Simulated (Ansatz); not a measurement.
## Converging the plane-wave cutoff: LiHfSe2 (P3m1, 4 atoms in the cell)

```yaml
crystal:
  lattice:
    - [3.71710, 0.00000, 0.00000]
    - [-1.85855, 3.21910, 0.00000]
    - [0.00000, 0.00000, 6.61936]
  atoms:
    - { symbol: Li, position: [0.00000, 0.00000, 0.50755] }
    - { symbol: Hf, position: [0.00000, 0.00000, 0.00000] }
    - { symbol: Se, position: [0.33333, 0.66667, 0.24830] }
    - { symbol: Se, position: [0.66667, 0.33333, 0.75170] }
```

Level of theory: PBEsol, default PAW files made with PBE (plane waves; Ansatz, a first-principles code).

Base settings: basis.ecutwfc = 420 eV; kpoints.mp_grid.grid = 8 8 4; hamiltonian.xc = pbesol; hamiltonian.pseudopotentials = {kind: paw} (the program's default PAW files); scf.occupations.method = fermi_dirac; scf.occupations.width = 0.1 eV.

The second cell is the first with its lattice scaled by 0.98.

The mesh stays at the base's, so the ladder's end is converged at best in this setting alone.

The first pressure column holds Ansatz's estimate of the finite-basis (Pulay) stress, which hides part of the cutoff error; the other is without it.

Only quantities that move along the ladder and can be compared are tabulated.

The count of work is k-points × plane waves × bands × iterations; it is no time. 

The starting cell comes from a database of computed structures (which also holds hypothetical and non-ambient phases and stackings), without a prior relaxation at this level. Its lattice was rescaled by up to half a per cent. One atom was moved a little off its site on purpose.

Steps (basis.ecutwfc): 145 eV; 170 eV; 190 eV; 210 eV; 230 eV; 250 eV; 295 eV; 335 eV; 380 eV; 420 eV; 460 eV; 505 eV; 565 eV; 630 eV; 735 eV; 840 eV; 1010 eV.

**Question.** What is the coarsest basis.ecutwfc that holds the pressure within 0.05 GPa of the last step, with all finer ones?

**Answer.** 335 eV, at 0.19 of the last step's count of work; the step before is off by 0.15 GPa.

**Question.** What is the coarsest basis.ecutwfc that holds the pressure without the Pulay estimate within 0.1 GPa of the last step, with all finer ones?

**Answer.** 380 eV, at 0.23 of the last step's count of work; the step before is off by 0.44 GPa.

**Question.** What is the coarsest basis.ecutwfc that holds the free energy within 1 meV/atom of the last step, with all finer ones?

**Answer.** 420 eV, at 0.27 of the last step's count of work; the step before is off by 1.4 meV/atom.

| basis.ecutwfc | free energy less the last step's (meV/atom) | energy of the compressed cell less the first (meV/atom) | pressure (GPa) | pressure without the Pulay estimate (GPa) | largest difference of a force vector from the last step's (eV/Å) | count of work / last |
|---|---|---|---|---|---|---|
| 145 eV | 19664.09 | -260.64 | -4.72 | -569.56 | 1.416 | 0.087 |
| 170 eV | 8083.34 | 31.36 | -1.90 | -256.52 | 0.300 | 0.088 |
| 190 eV | 4120.79 | -16.50 | -5.06 | -146.81 | 0.467 | 0.11 |
| 210 eV | 2090.33 | -14.79 | -2.63 | -86.76 | 0.120 | 0.13 |
| 230 eV | 994.34 | 0.21 | -2.12 | -50.02 | 0.018 | 0.15 |
| 250 eV | 442.98 | -1.93 | -2.73 | -27.89 | 0.033 | 0.14 |
| 295 eV | 50.12 | 2.03 | -2.20 | -6.65 | 0.016 | 0.18 |
| 335 eV | 5.07 | 1.69 | -2.31 | -2.79 | 0.006 | 0.19 |
| 380 eV | 1.35 | 1.52 | -2.33 | -2.36 | 0.003 | 0.23 |
| 420 eV | 0.89 | 1.46 | -2.34 | -2.36 | 0.001 | 0.27 |
| 460 eV | 0.56 | 1.44 | -2.34 | -2.36 | 0.001 | 0.31 |
| 505 eV | 0.36 | 1.43 | -2.34 | -2.35 | 0.001 | 0.35 |
| 565 eV | 0.24 | 1.42 | -2.34 | -2.35 | 0.000 | 0.41 |
| 630 eV | 0.18 | 1.41 | -2.34 | -2.35 | 0.000 | 0.50 |
| 735 eV | 0.13 | 1.41 | -2.34 | -2.35 | 0.000 | 0.62 |
| 840 eV | 0.07 | 1.40 | -2.34 | -2.35 | 0.000 | 0.75 |
| 1010 eV | 0.00 | 1.39 | -2.35 | -2.35 | 0.000 | 1.0 |

The energy difference between the two cells stays within 1 meV/atom of the last step's from 295 eV on, the total only from 420 eV on: much of the error is common to both cells and cancels.

At the lowest cutoff the pressure without the Pulay estimate lies 567 GPa under the last step's, the usual sign of Pulay stress in an incomplete plane-wave basis.

Keys are those of Ansatz 0.2.
